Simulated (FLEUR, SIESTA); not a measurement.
A SIESTA input for a self-consistent single point of ScSi₂Cu₂ (I4/mmm, 5 atoms in the cell) (DFT, LDA PW92, numerical atomic orbitals DZP, PseudoDojo LDA standard norm-conserving potentials (rewritten from UPF to PSML)):

```
# files in the folder: Sc.psml Si.psml Cu.psml (PseudoDojo LDA standard)
SystemName  Sc(CuSi)2
SystemLabel Sc(CuSi)2

NumberOfAtoms                5
NumberOfSpecies              3
%block ChemicalSpeciesLabel
  1 21 Sc
  2 14 Si
  3 29 Cu
%endblock ChemicalSpeciesLabel
LatticeConstant              1.0 Ang
%block LatticeVectors
    -1.902841000    1.902841000    5.013802000
     1.902841000   -1.902841000    5.013802000
     1.902841000    1.902841000   -5.013802000
%endblock LatticeVectors
AtomicCoordinatesFormat      ScaledCartesian
%block AtomicCoordinatesAndAtomicSpecies
     0.000000000    0.000000000    0.000000000  1
     0.000000000   -0.000000000    6.152235882  2
     0.000000000   -0.000000000    3.875368118  2
     1.902841000    0.000000000    2.506901000  3
     0.000000000    1.902841000    2.506901000  3
%endblock AtomicCoordinatesAndAtomicSpecies

XC.functional                LDA
XC.authors                   PW92
PAO.BasisSize                DZP
PAO.EnergyShift              0.01 Ry
MeshCutoff                   350 Ry
%block kgrid.MonkhorstPack
    9   0   0  0.0
    0   9   0  0.0
    0   0   9  0.0
%endblock kgrid.MonkhorstPack
OccupationFunction           FD
ElectronicTemperature        0.136 eV

MaxSCFIterations             150
SCF.Mixer.Method             Pulay
SCF.Mixer.Weight             0.1
SCF.Mixer.History            6
SCF.DM.Tolerance             1.0E-05
Diag.ParallelOverK           true
WriteForces                  true
```

### Question
Translate this input to FLEUR.

### Answer
One input that does it (others would too):

Input of the input generator:

```
Sc(CuSi)2
&input film=f /
-3.5958483487 3.5958483487 9.4747126231
3.5958483487 -3.5958483487 9.4747126231
3.5958483487 3.5958483487 -9.4747126231
1.0
1.0 1.0 1.0

5
21 0.0000000000 0.0000000000 0.0000000000
14 0.6135300000 0.6135300000 0.0000000000
14 0.3864700000 0.3864700000 0.0000000000
29 0.2500000000 0.7500000000 0.5000000000
29 0.7500000000 0.2500000000 0.5000000000

&comp jspins=1 /
&exco xctyp='pz' /
&kpt div1=9 div2=9 div3=9 /
&end /
```

```xml
<?xml version="1.0" encoding="UTF-8" standalone="no"?>
<fleurInput fleurInputVersion="0.39">
   <comment>
      Sc(CuSi)2                                                                                           
   </comment>
   <calculationSetup>
      <cutoffs Kmax="4.0" Gmax="16.0" GmaxXC="16.0" numbands="0"/>
      <scfLoop itmax="100" minDistance="0.00001" maxIterBroyd="15" imix="Anderson" alpha="0.05" precondParam="0.0" spinf="2.0"/>
      <coreElectrons ctail="T" frcor="F" kcrel="0" coretail_lmax="0"/>
      <xcFunctional name="pz" relativisticCorrections="F"/>
      <magnetism jspins="1"/>
      <soc l_soc="F" theta="0.0" phi="0.0" spav="F"/>
      <expertModes spex="0" secvar="F"/>
      <geometryOptimization l_f="T" forcealpha="1.0" forcemix="BFGS" epsdisp="0.00001" epsforce="0.00001"/>
      <ldaU l_linMix="F" mixParam="0.05" spinf="1.0"/>
   </calculationSetup>
   <cell>
      <bzIntegration valenceElectrons="41.0" mode="hist" fermiSmearingEnergy="0.00499791">
         <kPointListSelection listName="default-1"/>
         <!-- k-points included here -->
         <xi:include xmlns:xi="http://www.w3.org/2001/XInclude" href="kpts.xml"> </xi:include>
      </bzIntegration>
      <!-- symmetry operations included here -->
      <xi:include xmlns:xi="http://www.w3.org/2001/XInclude" href="sym.xml"> </xi:include>
      <bulkLattice scale="1.0">
         <bravaisMatrix>
            <row-1>   -3.5958483487000001     3.5958483487000001     9.4747126231000003</row-1>
            <row-2>    3.5958483487000001    -3.5958483487000001     9.4747126231000003</row-2>
            <row-3>    3.5958483487000001     3.5958483487000001    -9.4747126231000003</row-3>
         </bravaisMatrix>
      </bulkLattice>
   </cell>
   <atomSpecies>
      <species name="Scandium (Sc)" element="Sc" atomicNumber="21">
         <mtSphere radius="2.63" gridPoints="925" logIncrement="0.013"/>
         <atomicCutoffs lmax="10" lnonsphr="8"/>
         <electronConfig flipSpins="F">
            <coreConfig>(1s1/2) (2s1/2) (2p1/2) (2p3/2)</coreConfig>
            <valenceConfig>(3s1/2) (3p1/2) (3p3/2) (4s1/2) (3d3/2) (3d5/2)</valenceConfig>
            <stateOccupation state="(3d3/2)" spinUp="0.2" spinDown="0.2"/>
            <stateOccupation state="(3d5/2)" spinUp="0.3" spinDown="0.3"/>
         </electronConfig>
         <energyParameters s="4" p="4" d="3" f="4"/>
         <lo type="SCLO" l="0" n="3" eDeriv="0"/>
         <lo type="SCLO" l="1" n="3" eDeriv="0"/>
      </species>
      <species name="Silicon (Si)" element="Si" atomicNumber="14">
         <mtSphere radius="1.97" gridPoints="695" logIncrement="0.017"/>
         <atomicCutoffs lmax="8" lnonsphr="6"/>
         <electronConfig flipSpins="F">
            <coreConfig>(1s1/2) (2s1/2) (2p1/2) (2p3/2)</coreConfig>
            <valenceConfig>(3s1/2) (3p1/2) (3p3/2)</valenceConfig>
            <stateOccupation state="(3p1/2)" spinUp="0.3333333333333" spinDown="0.3333333333333"/>
            <stateOccupation state="(3p3/2)" spinUp="0.6666666666667" spinDown="0.6666666666667"/>
         </electronConfig>
         <energyParameters s="3" p="3" d="3" f="4"/>
      </species>
      <species name="Copper (Cu)" element="Cu" atomicNumber="29">
         <mtSphere radius="2.08" gridPoints="735" logIncrement="0.017"/>
         <atomicCutoffs lmax="8" lnonsphr="6"/>
         <electronConfig flipSpins="F">
            <coreConfig>(1s1/2) (2s1/2) (2p1/2) (2p3/2) (3s1/2) (3p1/2) (3p3/2)</coreConfig>
            <valenceConfig>(4s1/2) (3d3/2) (3d5/2)</valenceConfig>
            <stateOccupation state="(4s1/2)" spinUp="0.5" spinDown="0.5"/>
         </electronConfig>
         <energyParameters s="4" p="4" d="3" f="4"/>
         <lo type="HELO" l="2" n="4" eDeriv="0"/>
      </species>
   </atomSpecies>
   <atomGroups>
      <atomGroup species="Scandium (Sc)">
         <relPos label="                   1">.0000000000 .0000000000 .0000000000</relPos>
         <force calculate="T" relaxXYZ="TTT"/>
      </atomGroup>
      <atomGroup species="Silicon (Si)">
         <relPos label="                   2">-.3864700000 -.3864700000 .0000000000</relPos>
         <relPos label="                   3">.3864700000 .3864700000 .0000000000</relPos>
         <force calculate="T" relaxXYZ="TTT"/>
      </atomGroup>
      <atomGroup species="Copper (Cu)">
         <relPos label="                   4">1.000/4.000 -1.000/4.000 1.000/2.000</relPos>
         <relPos label="                   5">-1.000/4.000 1.000/4.000 1.000/2.000</relPos>
         <force calculate="T" relaxXYZ="TTT"/>
      </atomGroup>
   </atomGroups>
   <output dos="F" band="F" slice="F">
      <checks vchk="F" cdinf="F"/>
      <bandDOS minEnergy="-.5*Htr" maxEnergy="0.5*Htr" sigma="0.015" storeEVData="T"/>
      <vacuumDOS vacdos="F" integ="F" star="F" nstars="0" locx1="0.0" locy1="0.0" locx2="0.0" locy2="0.0" nstm="0" tworkf="0.0"/>
      <unfoldingBand unfoldBand="F" supercellX="1" supercellY="1" supercellZ="1"/>
      <plotting iplot="0" polar="F">
         <plot TwoD="T" vec1="  1.0  0.0  0.0" vec2="  0.0  1.0  0.0" vec3="  0.0  0.0  1.0" zero="  0.0  0.0  0.0" file="plot"/>
      </plotting>
      <chargeDensitySlicing numkpt="0" minEigenval="0.0" maxEigenval="0.0" nnne="0" pallst="F"/>
      <specialOutput eonly="F"/>
      <magneticCircularDichroism mcd="F" energyLo="-10.0" energyUp="0.0"/>
   </output>
  <!-- We include the file relax.xml here to enable relaxations (see documentation) -->
  <xi:include xmlns:xi="http://www.w3.org/2001/XInclude" href="relax.xml"> <xi:fallback/> </xi:include>
</fleurInput>
```

Basis, cutoffs, solver keys and any potentials are the target program's own. This input uses DFT, LDA (Perdew-Zunger), all-electron FLAPW (FLEUR), scalar-relativistic valence. LDA parametrisations can differ slightly between programs.

The starting cell comes from a database of computed structures (which also holds hypothetical and non-ambient phases and stackings), without a prior relaxation at this level. Its lattice was rescaled by a random factor within 2.5 % of one.
